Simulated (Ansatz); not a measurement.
The reference is Se (space group P3_121, No. 152; made of chains).

```yaml
crystal:
  lattice:
    - [4.50569, 0.00000, 0.00000]
    - [-2.25284, 3.90204, 0.00000]
    - [0.00000, 0.00000, 4.99129]
  atoms:
    - { symbol: Se, position: [0.21709, 0.00000, 0.83333] }
    - { symbol: Se, position: [0.00000, 0.21709, 0.16667] }
    - { symbol: Se, position: [0.78291, 0.78291, 0.50000] }
```

Cartesian axes are those of the cell as printed.

Level of theory: plane-wave PAW DFT at the r2SCAN level (Ansatz, a first-principles code, 500 eV), no SOC.

Strains are applied to the cell and any free atomic positions relax; under stress the whole cell relaxes.

One change was made to it. Results:

The shortest interatomic distance drops by 0.0182 Å to 2.356 Å; the energy rises by 14 meV/atom.

**Question.** Name the change that was made.
A. tensor shear ε_yz = −3.70 %
B. isotropic strain +5.55 %
C. uniaxial stress, 3 GPa compression along z

**Answer.** C, uniaxial stress, 3 GPa compression along z. For comparison, the energy relative to the base in the other runs: isotropic strain +5.55 % gives +40 meV/atom; tensor shear ε_yz = −3.70 % gives +6.4 meV/atom.

Stability under load was not tested beyond the relaxation. No dispersion term is included, though the crystal is made of layers, chains or molecules, so its spacings can come out too wide.
